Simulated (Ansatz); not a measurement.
Ansatz (a quantum-chemistry and plane-wave program) run on CaPb (P4mm, 2 atoms in the cell): self-consistent single point.

Computed with PBEsol, harder PAW files (source: ansatz) made with PBE (plane waves; Ansatz).

```
CELL_PARAMETERS angstrom
      3.58447     0.00000     0.00000
      0.00000     3.58447     0.00000
      0.00000     0.00000     4.65065
ATOMIC_POSITIONS crystal
  Ca 0.00000 0.00000 0.01075
  Pb 0.50000 0.50000 0.50000
```

Reference input (self-consistent single point, DFT, PBEsol, plane waves, default PAW files made with PBE): basis.ecutwfc = 420 eV; kpoints.mp_grid.grid = 9 9 7; hamiltonian.xc = pbesol; hamiltonian.pseudopotentials = {kind: paw} (the program's default PAW files); scf.occupations.method = gaussian; scf.occupations.width = 0.1 eV. This run's input differs from it in these lines:

Ansatz 0.2 input:
```diff
@@ -10,3 +10,3 @@
 basis:
-  ecutwfc: 420.0
+  ecutwfc: 320.0
 kpoints:
@@ -18,2 +18,3 @@
     kind: paw
+    source: ansatz
 scf:
```

The program printed (abridged):

```
SCF iter   1: F=—  HF=-16934.475615 eV  |F-HF|=—  |Δ(HF+E_count)|=         —  Δρ=9.34e-2  dr2=1.07e1  ethr=3.10e-3  ⟨swp⟩=6.8  Hψ=6063  notcnv=0
all-band conjugate gradients solve this SCF's bands
preconditioner: auto → Kerker (q_TF=auto, 2.459 Å⁻¹)
SCF iter   2: F=—  HF=-16932.109478 eV  |F-HF|=—  |Δ(HF+E_count)|=    2.37e0  Δρ=3.36e-2  dr2=1.83e0  ethr=3.10e-3  ⟨swp⟩=2.5  Hψ=2861  notcnv=0
   [... lines left out ...]
SCF iter   6: F=—  HF=-16931.598191 eV  |F-HF|=—  |Δ(HF+E_count)|=   2.83e-5  Δρ=2.79e-4  dr2=7.50e-5  ethr=1.54e-6  ⟨swp⟩=2.0  Hψ=1910  notcnv=0  defer=5
SCF iter   7: F=—  HF=-16931.598178 eV  |F-HF|=—  |Δ(HF+E_count)|=   1.33e-5  Δρ=7.10e-5  dr2=4.46e-6  ethr=2.34e-7  ⟨swp⟩=2.0  Hψ=1778  notcnv=0  defer=5
SCF iter   8: F=—  HF=-16931.598177 eV  |F-HF|=—  |Δ(HF+E_count)|=   9.71e-7  Δρ=2.44e-5  dr2=6.29e-7  ethr=1.39e-8  ⟨swp⟩=2.0  Hψ=1334  notcnv=0  defer=5
SCF iter   9: F=-16931.598177 eV  HF=-16931.598177 eV  |F-HF|=1.59e-9  |Δ(HF+E_count)|=   1.24e-7  Δρ=5.60e-6  dr2=2.63e-8  ethr=3.13e-10  ⟨swp⟩=5.7  Hψ=5449  notcnv=0
SCF 1 converged in 9 iterations: F = -16931.598177 eV  dr2 = 2.63e-8
Free energy (F): -16931.598177 eV
Internal energy: -16931.593450 eV  (E = F + TS)
E sigma→0 (E₀):  -16931.595813 eV
Entropy (-TS):   -0.004727 eV (-2.364 meV/atom)
Fermi energy:    10.237667 eV
--- Forces (eV/Å), atoms counted from 1 ---
  atom   1  Ca     0.00000000     0.00000000    -0.12422275
  atom   2  Pb     0.00000000     0.00000000     0.12419929
--- Stress (GPa, compression-positive) ---
       -1.339635       0.000000       0.000000
        0.000000      -1.339635       0.000000
        0.000000       0.000000      -2.845192
  P = ⅓ Tr σ = -1.8415 GPa (-18.415 kbar)
  The stress holds the Pulay correction. Without it, at fixed plane waves, as pw.x and ABINIT print it: P = -64.4314 GPa
```

The run converged in 9 iterations. Against the reference run the pressure goes from -1.57 to -1.84 GPa and the largest force goes from 0.139 to 0.124 eV/Å.

The starting cell comes from a database of computed structures (which also holds hypothetical and non-ambient phases and stackings), without a prior relaxation at this level. Its lattice was rescaled by up to half a per cent. One atom was moved a little off its site on purpose. Ansatz's pressure includes its estimate of the finite-basis (Pulay) stress. Without the estimate this run gives -64.43 GPa. The cutoff lies below the one recommended for these files.
